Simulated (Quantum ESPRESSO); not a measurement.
Input and output of a self-consistent single point for YNi2Ge2 (I4/mmm, 5 atoms in the cell) (Quantum ESPRESSO).

Level of theory: PBEsol, PSlibrary ultrasoft (PBE) pseudopotentials (plane waves; Quantum ESPRESSO).

```yaml
crystal:
  lattice:
    - [-2.02351, 2.02351, 4.85139]
    - [2.02351, -2.02351, 4.85139]
    - [2.02351, 2.02351, -4.85139]
  atoms:
    - { symbol: Y, position: [0.00000, 0.00000, 0.00000] }
    - { symbol: Ni, position: [0.25000, 0.75000, 0.50000] }
    - { symbol: Ni, position: [0.75000, 0.25000, 0.50000] }
    - { symbol: Ge, position: [0.62937, 0.62937, 0.00000] }
    - { symbol: Ge, position: [0.37063, 0.37063, 0.00000] }
```

Reference input (self-consistent single point, DFT, PBEsol, plane waves, PSlibrary ultrasoft (PBE) pseudopotentials): ecutwfc = 50 Ry; ecutrho = 350 Ry; occupations = smearing; smearing = marzari-vanderbilt; degauss = 0.019992 Ry; input_dft = pbesol; K_POINTS = automatic 9 9 9 0 0 0; conv_thr = 1e-10 Ry; mixing_beta = 0.4. This run's input differs from it in these lines:

```diff
@@ -12,4 +12,4 @@
   ntyp = 3
-  ecutwfc = 50
-  ecutrho = 350
+  ecutwfc = 45
+  ecutrho = 315
   occupations = 'smearing'
```

Output, abridged:

```
     Self-consistent Calculation

     iteration #  1     ecut=    45.00 Ry     beta= 0.40

     total energy              =    -306.89127697 Ry
     estimated scf accuracy    <       1.01306350 Ry

     iteration #  2     ecut=    45.00 Ry     beta= 0.40

     total energy              =    -306.38463352 Ry
     estimated scf accuracy    <      11.37530719 Ry

     iteration #  3     ecut=    45.00 Ry     beta= 0.40

     total energy              =    -307.36842485 Ry
     estimated scf accuracy    <       0.02578820 Ry

   [... 10 blocks of this kind left out ...]

     iteration # 14     ecut=    45.00 Ry     beta= 0.40

     total energy              =    -307.38432192 Ry
     estimated scf accuracy    <          6.3E-10 Ry

     iteration # 15     ecut=    45.00 Ry     beta= 0.40
     End of self-consistent calculation

     the Fermi energy is    11.4405 ev

!    total energy              =    -307.38432192 Ry
     estimated scf accuracy    <          2.8E-11 Ry
     smearing contrib. (-TS)   =       0.00228585 Ry
     internal energy E=F+TS    =    -307.38660776 Ry

     convergence has been achieved in  15 iterations

     Forces acting on atoms (cartesian axes, Ry/au):

     atom    1 type  1   force =    -0.00000000    0.00000000   -0.00000000
     atom    2 type  2   force =    -0.00000000   -0.00000000    0.00000000
     atom    3 type  2   force =     0.00000000    0.00000000    0.00000000
     atom    4 type  3   force =     0.00000000    0.00000000   -0.00200439
     atom    5 type  3   force =     0.00000000    0.00000000    0.00200439

     Total force =     0.002835     Total SCF correction =     0.000002

          total   stress  (Ry/bohr**3)                   (kbar)     P=      -14.51
  -0.00011084   0.00000000  -0.00000000          -16.31        0.00       -0.00
   0.00000000  -0.00011084  -0.00000000            0.00      -16.31       -0.00
  -0.00000000  -0.00000000  -0.00007415           -0.00       -0.00      -10.91

   JOB DONE.
```

The run converged in 15 iterations. Against the reference run the free energy goes up by 9.6 meV/atom, the pressure goes from -1.19 to -1.45 GPa and the largest force hardly changes (0.051 to 0.052 eV/Å). The full log also holds: “c_bands:  1 eigenvalues not converged”.

The starting cell comes from a database of computed structures (which also holds hypothetical and non-ambient phases and stackings), without a prior relaxation at this level. Spin polarisation is off.

Cost on one core of a shared machine: roughly 2 min.
